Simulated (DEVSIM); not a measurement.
System: abrupt Si p-n junction, at 300 K.

| layer (left to right) | material | thickness (μm) | Nd (cm⁻³) | Na (cm⁻³) | τn (s) | τp (s) |
|---|---|---|---|---|---|---|
| 1 | Si | 2.20 | - | 1.3e17 | 0.00087 | 0.00087 |
| 2 | Si | 0.830 | 5.1e17 | - | 0.00087 | 0.00087 |

Left contact: ohmic. Right contact: ohmic. Voltage is applied to the left contact. Recombination: SRH at mid-gap, Auger. Mobility is μmin + (μ − μmin)/(1 + (N/Nref)^α).

This is a model device: material constants are rounded textbook-type values typed into the input, and sizes, dopings and lifetimes were drawn at random. Values at 300 K.

```
parameter           Si
-------------  -------
gap (eV)         1.124
affinity (eV)     4.05
permittivity      11.7
Nc (cm⁻³)      2.86e19
Nv (cm⁻³)       3.1e19
μn (cm²/Vs)       1417
μp (cm²/Vs)        470
μn,min              52
μp,min              45
Nref,n          9.7e16
Nref,p          2.2e17
αn                0.68
αp                0.72
Cn (cm⁶/s)     2.8e-31
Cp (cm⁶/s)     9.9e-32
```

DEVSIM, 1D drift-diffusion, Boltzmann statistics, complete ionisation; no tunnelling, impact ionisation, image-force lowering or self-heating.

**Question.** Tabulate band edges, carrier densities and field at zero bias.

**Answer.** Energies count from the Fermi level of the right contact; mesh points crowd at the junctions.

| x (μm) | Ec (eV) | Ev (eV) | n (cm⁻³) | p (cm⁻³) | field (V/cm) |
|---|---|---|---|---|---|
| 0.000 | 0.982 | -0.142 | 890 | 1.3e17 | ≈ 0 |
| 0.02013 | 0.982 | -0.142 | 890 | 1.3e17 | ≈ 0 |
| 0.05676 | 0.982 | -0.142 | 890 | 1.3e17 | ≈ 0 |
| 0.1234 | 0.982 | -0.142 | 890 | 1.3e17 | ≈ 0 |
| 0.2913 | 0.982 | -0.142 | 890 | 1.3e17 | ≈ 0 |
| 0.5503 | 0.982 | -0.142 | 890 | 1.3e17 | ≈ 0 |
| 1.022 | 0.982 | -0.142 | 890 | 1.3e17 | ≈ 0 |
| 1.676 | 0.982 | -0.142 | 890 | 1.3e17 | ≈ 0 |
| 1.923 | 0.982 | -0.142 | 890 | 1.3e17 | ≈ 0 |
| 2.059 | 0.982 | -0.142 | 900 | 1.3e17 | -84 |
| 2.134 | 0.935 | -0.189 | 5500 | 2.1e16 | -32000 |
| 2.182 | 0.554 | -0.570 | 1.4e10 | 8.2e9 | -130000 |
| 2.201 | 0.276 | -0.848 | 6.7e14 | 170000 | -150000 |
| 2.222 | 0.116 | -1.008 | 3.2e17 | 370 | -20000 |
| 2.276 | 0.104 | -1.020 | 5.1e17 | 230 | ≈ 0 |
| 2.356 | 0.104 | -1.020 | 5.1e17 | 230 | ≈ 0 |
| 2.497 | 0.104 | -1.020 | 5.1e17 | 230 | ≈ 0 |
| 2.706 | 0.104 | -1.020 | 5.1e17 | 230 | ≈ 0 |
| 2.887 | 0.104 | -1.020 | 5.1e17 | 230 | ≈ 0 |
| 2.961 | 0.104 | -1.020 | 5.1e17 | 230 | ≈ 0 |
| 3.002 | 0.104 | -1.020 | 5.1e17 | 230 | ≈ 0 |
| 3.030 | 0.104 | -1.020 | 5.1e17 | 230 | ≈ 0 |
